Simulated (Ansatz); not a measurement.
# WSe2: response to strain

Start from WSe2 (space group P6_3/mmc, No. 194; layered, stacked along the Cartesian z axis).

```
CELL_PARAMETERS angstrom
      3.23049     0.00000     0.00000
     -1.61525     2.79769     0.00000
      0.00000     0.00000    12.41108
ATOMIC_POSITIONS crystal
  W  0.66667 0.33333 0.75000
  W  0.33333 0.66667 0.25000
  Se 0.66667 0.33333 0.38545
  Se 0.33333 0.66667 0.88545
  Se 0.33333 0.66667 0.61455
  Se 0.66667 0.33333 0.11455
```

Cartesian axes are those of the cell as printed.

Strains are applied to the cell and any free atomic positions relax.

The values are results of Ansatz (a program for electronic structure) PBEsol-D3(BJ), without spin-orbit coupling, not measurements.

Candidates:
(a) uniaxial strain ε_zz = +2.40 %
(b) uniaxial strain ε_zz = +3.00 %
(c) uniaxial strain ε_zz = +0.60 %

Base values:

| Item | Value |
|---|---|
| Band gap | 0.67 eV |

Q: Order them by band gap, lowest first.

A: (c) uniaxial strain ε_zz = +0.60 % (0.71 eV), (a) uniaxial strain ε_zz = +2.40 % (0.81 eV), (b) uniaxial strain ε_zz = +3.00 % (0.84 eV)

With W present, leaving out spin-orbit coupling can change the band edges. Stability against distortions was not tested.
